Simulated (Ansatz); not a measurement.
PrSi2 (I4₁/amd, No. 141)

Calculation: r²SCAN+rVV10 (PAW; Ansatz, a first-principles code).

Settings: plane-wave cutoff 560 eV, 18×18×18 k mesh, Fermi–Dirac smearing 0.05 eV, spin-polarised with parallel moments, scalar-relativistic PAW data made under PBE.

Cell: relaxed at this level.

```
Property                           Value
------------------------------  --------
equilibrium lattice constant a   4.267 Å
lattice parameter c             13.573 Å
```

Note: the magnetic order was assumed, not searched for or taken from measurement; the 4f shell is treated without U or exact exchange, so its levels and filling can be wrong; the volume lies 5 % above that of the published cell.

Spin–orbit coupling is not included; it can open a gap where bands touch, and shift volumes and moduli.

Static lattice: no zero-point or thermal effects.

It cost about 50 core-minutes (a rough figure) of CPU time.
